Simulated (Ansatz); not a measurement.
**Converging shifted k-point meshes: RbAsF6 (R3, 8 atoms in the cell)**

```
RbAsF6
1.0
    3.70631     2.13984     2.46845
   -3.70631     2.13984     2.46845
    0.00000    -4.27968     2.46845
Rb As F
1 1 6
Cartesian
  0.00000   0.00000   3.75268
  0.00000   0.00000   0.00000
 -2.35199  -1.73282   3.92247
  2.35199   1.73282   3.48289
  2.67666  -1.17047   3.92247
 -2.67666   1.17047   3.48289
 -0.32467   2.90329   3.92247
  0.32467  -2.90329   3.48289
```

Method: PBEsol, default PAW files made with PBE (plane waves; Ansatz, a quantum-chemistry and plane-wave program).

Base settings: basis.ecutwfc = 420 eV; kpoints.mp_grid.grid = 5 5 5; hamiltonian.xc = pbesol; hamiltonian.pseudopotentials = {kind: paw} (the program's default PAW files); scf.occupations.method = fermi_dirac; scf.occupations.width = 0.05 eV.

In this ladder: kpoints.mp_grid.shift = 0.5 0.5 0.5.

Shifted meshes do not hold Γ, so a gap read on them misses any band edge there.

Only quantities that move along the ladder and can be compared are tabulated.

The count of work is k-points × plane waves × bands × iterations; it is no time. Core times come from one kind of shared machine, to one figure; runs under 30 s give none.

The starting cell comes from a database of computed structures (which also holds hypothetical and non-ambient phases and stackings), without a prior relaxation at this level. Its lattice was rescaled by up to half a per cent. One atom was moved a little off its site on purpose. Ansatz's pressure includes its estimate of the finite-basis (Pulay) stress.

| kpoints.mp_grid.grid | free energy less the last step's (meV/atom) | pressure (GPa) | largest difference of a force vector from the last step's (eV/Å) | gap on the mesh (eV) | count of work / last | core time / last (rough) |
|---|---|---|---|---|---|---|
| 1 1 1 | -10.08 | 2.94 | 0.270 | 6.776 | 0.0021 | – |
| 2 2 2 | -0.61 | 2.45 | 0.003 | 6.512 | 0.0035 | – |
| 3 3 3 | 0.09 | 2.46 | 0.000 | 6.194 | 0.011 | – |
| 4 4 4 | -0.04 | 2.46 | 0.000 | 6.018 | 0.021 | – |
| 5 5 5 | 0.00 | 2.46 | 0.000 | 5.921 | 0.040 | – |
| 6 6 6 | 0.00 | 2.46 | 0.000 | 5.864 | 0.067 | – |
| 7 7 7 | 0.00 | 2.46 | 0.000 | 5.828 | 0.11 | – |
| 8 8 8 | -0.02 | 2.46 | 0.000 | 5.804 | 0.15 | – |
| 9 9 9 | -0.01 | 2.46 | 0.000 | 5.787 | 0.22 | 0.4 |
| 10 10 10 | 0.00 | 2.46 | 0.000 | 5.775 | 0.30 | 0.3 |
| 11 11 11 | -0.01 | 2.46 | 0.000 | 5.766 | 0.40 | 0.7 |
| 12 12 12 | -0.01 | 2.46 | 0.000 | 5.759 | 0.51 | 0.7 |
| 13 13 13 | 0.00 | 2.46 | 0.000 | 5.754 | 0.65 | 0.6 |
| 15 15 15 | 0.00 | 2.46 | 0.000 | 5.746 | 1.0 | 1 |

Coarsest kpoints.mp_grid.grid that holds the free energy within 1 meV/atom of the last step, with all finer ones: 2 2 2, at 0.0035 of the last step's count of work; the step before is off by 10 meV/atom.

Coarsest kpoints.mp_grid.grid that holds the pressure within 0.2 GPa of the last step, with all finer ones: 2 2 2, at 0.0035 of the last step's count of work; the step before is off by 0.48 GPa.

Keys are those of Ansatz 0.2.
